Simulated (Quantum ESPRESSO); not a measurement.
**Parameter sweep on Ti₂H₂Pd (I4/mmm, 5 atoms in the cell)**

Space group I4/mmm (No. 139); a = b = 2.8590 Å, c = 12.5328 Å, α = β = γ = 90.00°

```tsv
atom	site	symmetry	x	y	z
Ti	4e	4mm	0.0000	0.0000	0.3403
H	4e	4mm	0.0000	0.0000	0.1861
Pd	2a	4/mmm	0.0000	0.0000	0.0000
```
(The calculation used a cell of 5 atoms; values per cell refer to that cell.)

Base run A: Quantum ESPRESSO with PBEsol, GBRV 1.5 ultrasoft (PBESOL) pseudopotentials, self-consistent single point.

Its settings: ecutwfc = 50 Ry; ecutrho = 400 Ry; occupations = smearing; smearing = marzari-vanderbilt; degauss = 0.0073499 Ry; K_POINTS = automatic 10 10 10 0 0 0; conv_thr = 1e-10 Ry; mixing_beta = 0.5.

The starting cell comes from a database of computed structures (which also holds hypothetical and non-ambient phases and stackings), without a prior relaxation at this level. Spin polarisation is off. In the base run, with a pressure of about -7 GPa the cell is away from its equilibrium volume at this level.

ΔF is the free energy per atom less that of run A. 

| run | degauss, K_POINTS | ΔF (meV/atom) | pressure (GPa) | largest force (eV/Å) | TS (meV/atom) | k-points |
|---|---|---|---|---|---|---|
| A | 0.0073499 Ry, automatic 10 10 10 0 0 0 | 0.00 | -6.93 | 0.128 | -0.1 | 102 |
| B | 0.002205 Ry, automatic 11 11 11 0 0 0 | -0.29 | -6.93 | 0.119 | 0.0 | 126 |
| C | 0.0073499 Ry, automatic 11 11 11 0 0 0 | -0.25 | -6.93 | 0.121 | 0.4 | 126 |
| D | 0.02205 Ry, automatic 11 11 11 0 0 0 | -1.42 | -6.89 | 0.099 | 2.5 | 126 |
| E | 0.002205 Ry, automatic 12 12 12 0 0 0 | -0.27 | -7.01 | 0.114 | 0.0 | 163 |

Run C against A: The free energy hardly moves (within 1 meV/atom), the pressure stays at -6.93 GPa and the largest force goes from 0.128 to 0.121 eV/Å.

Run E against A: The free energy is nearly the same (within 1 meV/atom), the pressure stays near -7.01 GPa while the zz stress (positive for compression) goes from -7.03 to -6.60 GPa and the largest force goes from 0.128 to 0.114 eV/Å.
